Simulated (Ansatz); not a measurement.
The parent structure is Al2O3 in the corundum structure (space group R-3c, No. 167; a = 4.7292 Å, c = 12.8916 Å (hexagonal axes)). Axes: x lies along a and z along c of the hexagonal cell.

The values are results of LDA, PAW, 420 eV (Ansatz, a quantum-chemistry and plane-wave program; spin-orbit coupling left out), not measurements.

Strains are applied to the cell and any free atomic positions relax; under biaxial strain the out-of-plane vector relaxes too.

One change was made to it. Results:

| quantity | base | after |
|---|---|---|
| band gap | 6.43 eV | 6.85 eV |
| energy relative to the base (free energy F) | 0 meV/atom | +16 meV/atom |

Problem. Which of these changes matches the shifts?
(A) biaxial strain −0.75 %, plane normal [001], relaxed out of plane
(B) biaxial strain −2.25 %, plane normal [001], relaxed out of plane
(C) biaxial strain −3.00 %, plane normal [001], relaxed out of plane

Solution. B, biaxial strain −2.25 %, plane normal [001], relaxed out of plane. For comparison, the band gap in the other runs: biaxial strain −0.75 %, plane normal [001], relaxed out of plane gives 6.60 eV; biaxial strain −3.00 %, plane normal [001], relaxed out of plane gives 6.97 eV.

Whether these cells are dynamically stable was not tested.
